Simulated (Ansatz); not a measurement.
Structure of amorphous Al28O44Si (periodic cell):

```xyz
73
Lattice="9.5897 -0.4021 -0.1058 -0.4021 9.3611 -0.0306 -0.1058 -0.0306 9.0185" Properties=species:S:1:pos:R:3 pbc="T T T"
Al     7.6040     1.3206     7.3504
Al     1.1281     5.4798     2.4889
Al     3.8795     1.5334     1.8761
Al     6.6616     0.8477     3.5658
Al     1.6606     0.4139     3.0961
Al     7.7379     4.4259     6.4475
Al     1.9262     8.1607     6.9096
Al     9.3248     2.7397     4.1983
Al     4.9067     2.8200     6.4812
Al     6.8507     5.2244     0.5605
Al     8.0085     7.1090     7.3096
Al     2.8035     5.1924     6.5652
Al     0.6702     6.2199     8.4899
Al     5.2438     6.7194     7.9152
Al     3.8446     0.3200     5.0768
Al     2.4509     3.0835     4.4382
Al     4.7690     0.2634     8.1035
Al     0.0146     6.4521     5.1367
Al     3.3889     7.6903     1.2021
Al     0.5812     3.2585     7.4223
Al     4.1856     5.0507     1.7908
Al     5.0312     5.2603     4.9087
Al     6.4553     3.2429     2.6012
Al     0.2423     0.3197     5.5239
Al     6.6747     8.3303     5.3023
Al     2.8925     2.8576     8.7951
Al     9.1209     7.1056     1.6038
Al     0.3130     0.3882     8.9499
O      4.3479     6.1245     6.5189
O      1.5344     4.7157     7.8991
O      3.4333     9.0337     6.7014
O      4.7708     7.1778     2.3712
O      3.2956     4.6179     4.8776
O      2.8923     9.1332     2.1340
O      8.3828     2.9537     7.2269
O      5.5556     1.6712     2.4510
O      0.2479     1.2881     4.0111
O      3.8628     2.0751     5.2757
O      1.7294     9.1196     4.7405
O      3.5997     3.4392     1.3296
O      6.9093     5.6336     7.8501
O      2.0430     7.4010     8.5822
O      8.9190     7.4509     8.7672
O      0.2765     9.1802     1.6768
O      1.2221     2.1628     8.6695
O      6.4011     7.8936     7.0221
O      4.6932     8.1417    -0.0763
O      0.9745    -0.0163     7.1782
O      3.6708     3.6331     7.4166
O      7.0471     8.6430     3.2306
O      7.2001     3.6854     1.1379
O      0.2800     6.8348     3.3521
O      8.2856     0.5744     8.7021
O      1.6770     6.6266     5.9606
O      8.5478     7.5706     5.4517
O      1.0615     2.9722     5.7302
O      0.1166     5.8272     1.0600
O      9.0869     5.6642     6.9525
O      2.6506     1.9057     3.1081
O      6.0554     4.0178     5.8273
O      8.6826     4.4570     4.8737
O      7.5981     2.3694     3.6841
O      3.8560     1.3174     0.0672
O      8.0612     0.5254     5.8001
O      5.3316     4.5564     3.1426
O      6.1768     6.6618     4.4733
O      5.1024     5.5761     0.3435
O      1.0615     3.9710     3.3630
O      5.8294     1.5362     7.3605
O      2.6944     6.0345     1.8596
O      7.3413     6.5432     1.7976
O      5.5922     0.0063     4.7448
Si     6.2673     7.2251     2.8866
```

All values below come from PBE, scalar-relativistic without spin-orbit coupling (plane waves to 420 eV, PAW; Ansatz, a first-principles code).

A CHGNet melt-quench gave the starting glass, which DFT then relaxed. O atoms were pushed apart under 1.9 Å during the dynamics, to hinder bonds among them. The hot cell started wider than the set density and was brought back towards it in steps. It is the lowest in DFT energy of 2 quenches. It is a model cell: composition and starting density were chosen by hand, and all elements were melted together. No dispersion term was used. Its density started from a set value of 3.06 and ended at 3.06 g/cm³. The quench (nominally 340 K/ps over its main leg) was far faster than any real one, so the model tends to hold more defects than a real film. Values belong to this one cell and scatter from quench to quench. The volume was held where the preparation left it and the shape relaxed, at a PBE pressure of 1.3 GPa. Stress components on the final sampling reach 1.3 GPa.

Cut-offs for bonds: Al-Al 2.66 Å, Al-O 2.48 Å, Al-Si 2.55 Å, O-O 1.58 Å, O-Si 2.12 Å, Si-Si 2.60 Å. Two cations that share two anions don't count as bonded, nor two that share one unless they lie closer than Al-Al 2.59 Å, Al-Si 2.48 Å, Si-Si 2.38 Å.

Task: Give the coordination numbers, mean bond lengths and angles.

Result: 
Mean coordination of Al by anions: 4.71 (9 with 4, 18 with 5, 1 with 6)
Mean coordination of O: 3.09 (2 with 2, 36 with 3, 6 with 4)
Mean coordination of Si by anions: 4.00 (1 with 4)
Mean Al-O bond: 1.863 Å (spread 0.118 Å, 132 counted)
Mean O-Si bond: 1.650 Å (spread 0.040 Å, 4 counted)
Bond angle at Al: mean 106.8°, spread 24.1°
Bond angle at O: mean 115.2°, spread 17.6°
Bond angle at Si: mean 109.5°, spread 9.8°

Task: List the pairs of like atoms that count as bonded by the rules above.

Result: There are none by these rules.
